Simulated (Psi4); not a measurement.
Psi4 1.11, TPSS/def2-svpd: Ge(Me)(OH)2(NH2) ([CH3][Ge]([NH2])([OH])[OH]), 12 atoms. The geometry is a generated start, not checked to be a minimum at this level.

```
Item                                 Result
--------------------------  ---------------
task                                 energy
method                                 tpss
basis                             def2-svpd
memory                                 3 GB
maxiter                                 100
keys of the molecule block      symmetry c1
scf_type                       df (default)
e_convergence               1e-06 (default)
d_convergence               1e-06 (default)
dft_radial_points              75 (default)
dft_spherical_points          302 (default)
basis functions                         180
grid points                          258826
```

```xyz
12

C      1.6067     0.2922    -0.5297
Ge    -0.1584    -0.0854     0.2660
N     -1.4465    -0.1708    -1.0349
O     -0.0682    -1.5384     1.2430
O     -0.7204     1.1101     1.4249
H      1.5131     1.0159    -1.3328
H      2.2831     0.6827     0.2234
H      2.0294    -0.6221    -0.9305
H     -2.3747    -0.3875    -0.6955
H     -1.2415    -0.8083    -1.7899
H     -0.4774    -1.4469     2.1039
H     -0.9451     1.9584     1.0521
```

With the defaults (diis = true, scf_initial_accelerator = adiis, damping_percentage = 0, diis_start = 1, guess = auto, which took SAD, diis_max_vecs = 10, level_shift = 0, level_shift_cutoff = 0.01) it converges in 10 SCF iterations. One run each on 2 threads, with these changes:
- scf_initial_accelerator = ediis
- level_shift = 0.5, level_shift_cutoff = 0.001
- guess = sapgau
- diis_start = 4
- guess = huckel
- scf_initial_accelerator = none
- damping_percentage = 20
- diis = false, scf_initial_accelerator = none, damping_percentage = 60
- diis_max_vecs = 6

Problem. Which of these changes keep the SCF from converging, or lead it to another solution?

Solution. No convergence: diis = false, scf_initial_accelerator = none, damping_percentage = 60 (the run ends without SCF convergence in 100 iterations). The rest reach the solution of the defaults.

```json
[
 {"setting": "the defaults", "SCF iterations": "10", "end": "same solution"},
 {"setting": "guess = sapgau", "SCF iterations": "10", "end": "same solution"},
 {"setting": "scf_initial_accelerator = ediis", "SCF iterations": "10", "end": "same solution"},
 {"setting": "scf_initial_accelerator = none", "SCF iterations": "10", "end": "same solution"},
 {"setting": "level_shift = 0.5, level_shift_cutoff = 0.001", "SCF iterations": "10", "end": "same solution"},
 {"setting": "guess = huckel", "SCF iterations": "11", "end": "same solution"},
 {"setting": "diis_max_vecs = 6", "SCF iterations": "11", "end": "same solution"},
 {"setting": "diis_start = 4", "SCF iterations": "19", "end": "same solution"},
 {"setting": "damping_percentage = 20", "SCF iterations": "23", "end": "same solution"},
 {"setting": "diis = false, scf_initial_accelerator = none, damping_percentage = 60", "SCF iterations": "100", "end": "no convergence"}
]
```

1 further run of the study ended by our limits or in an error and is left out.
